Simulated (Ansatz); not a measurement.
We consider Sr2TaNO3 (model structure, I4mm, No. 107, 7 atoms in the cell), described by r²SCAN+SOC in Ansatz (PAW).

Run with plane-wave cutoff 560 eV, 12×12×12 k mesh, Fermi–Dirac smearing 0.01 eV, PAW data made under PBE.

Cell (relaxed with PBEsol):

```xyz
7
Lattice="-1.9779 1.9779 6.5151 1.9779 -1.9779 6.5151 1.9779 1.9779 -6.5151" Properties=species:S:1:pos:R:3 pbc="T T T"
Ta     0.0000     0.0000    -0.1154
O      0.0000     1.9779     0.0888
O      1.9779     0.0000     0.0888
O      0.0000     0.0000     2.0887
N      0.0000     0.0000    11.0097
Sr     0.0000     0.0000     4.4612
Sr     0.0000     0.0000     8.4385
```

**Question.** Give the computed band gap and smallest direct gap on the k points sampled.

**Answer.** 
- band gap: 1.75 eV (indirect)
- smallest direct gap on the k points sampled: 1.95 eV

Note: the relaxation could raise the start's symmetry but not lower it, so the cell can be a saddle point; cell and atoms aren't relaxed at this level (largest force component 0.29 eV/Å, pressure 1.7 GPa).

It cost around 28 core-minutes (rough) of CPU time.

A model structure was made by putting elements into a prototype or built by hand; it is no filed structure, need not be a known phase, and can be a saddle point held by its symmetry.

Ansatz is a first-principles code.
